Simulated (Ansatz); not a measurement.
CuCl (F-43m) under hydrostatic pressure: electron conductivity mass by PBEsol, rigid bands (plane waves, PAW, scalar-relativistic; Ansatz, an electronic-structure program). The unloaded cell, whose axes the loads refer to:

Space group F-43m (No. 216); a = b = c = 5.2900 Å, α = β = γ = 90.00°

```csv
atom,site,symmetry,x,y,z
Cu,4a,-43m,0.0000,0.0000,0.0000
Cl,4d,-43m,0.7500,0.7500,0.7500
```
(The calculation used a cell of 2 atoms; values per cell refer to that cell.)

| hydrostatic pressure (GPa) | volume per atom (Å³) | electron conductivity mass (mₑ) |
|---|---|---|
| -2 | 19.16 | 0.228 |
| 0 | 18.50 | 0.231 |
| 5 | 17.30 | 0.239 |
| 15 | 15.78 | ? |

**Question.** Fit a straight line to ln(electron conductivity mass) against the load over the rows given, and predict the row at 15 GPa.

**Answer.** The means are x̄ = 1.000 GPa and ȳ = -1.4583; Σ(x − x̄)(y − ȳ) = 0.1754 and Σ(x − x̄)² = 26.00, so the slope is 0.675 % per GPa, and the rows given lie within 0.025 % of the line. At 15 GPa the line gives 0.256 mₑ; the calculation gives 0.249 mₑ, 2.7 % from it.

Masses are for dilute carriers at 300 K, harmonic means over directions unless an axis is named. Spin-orbit coupling is left out. Stresses and pressures are the targets of the relaxation. The structure type is held at every load. Geometry: cell and atoms relaxed with PBEsol.
